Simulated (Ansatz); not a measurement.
Start from CaO in the rock salt structure (space group Fm-3m, No. 225; a = 4.767 Å).

Method: Ansatz (a quantum-chemistry and plane-wave program) PBEsol, scalar-relativistic without spin-orbit coupling.

Base values:

| Item | Result |
|---|---|
| Band gap | 3.54 eV |
| Electron mass | 1.4 mₑ along k, 0.42 mₑ across (at X) |
| Pressure | 0.00 GPa |

One thing is altered: an isotropic linear strain of +2.50 %; the atoms relax in the strained cell.

Q: How does this affect the band gap, electron mass and pressure?

A: The band gap grows by 0.024 eV (3.54 eV → 3.57 eV); the electron mass becomes 1.4 mₑ along k, 0.44 mₑ across (at X) (base: 1.4 mₑ along k, 0.42 mₑ across (at X)); the pressure goes from zero to -7.28 GPa.

Masses are band curvatures over ±0.01 Å⁻¹ around the edge. Along k means along the line from Γ to the band edge. No phonon test of stability was made.
